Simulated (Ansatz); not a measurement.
The parent structure is V₂O₃ in the corundum structure (space group R-3c, No. 167; a = 4.775 Å, c = 14.234 Å (hexagonal axes); ferromagnetic). Axes: x lies along a and z along c of the hexagonal cell.

Method: PBEsol (Ansatz, a first-principles code), no SOC, earlier PAW set.

Perturbation: the cell is scaled by 0.9816 in all directions, atoms relaxed at fixed cell.

### Question
Predict the stress tensor and what it implies for the stiffness.

### Answer
Stress of the strained cell less that of the base (GPa, compression positive):
```
   15.1     0.0     0.0
    0.0    15.1     0.0
    0.0     0.0    17.6
```

Then B = −ΔP/(ΔV/V₀) with ΔV/V₀ = -0.0542 gives secant stiffness values (nonlinear terms included at this strain): B (at held cell shape, above the free-shape value) ≈ 294 GPa.

As a check, the harmonic strain energy −½ V₀ Δσ:ε is 26 meV/atom; the computed energy rise is 24 meV/atom.

Other magnetic orders, which the real material may have, were not ruled out. No phonon test of stability was made. No Hubbard U is applied, and correlation can decide whether such a compound is a metal. The base started in C2/c and relaxed to R-3c at this level.
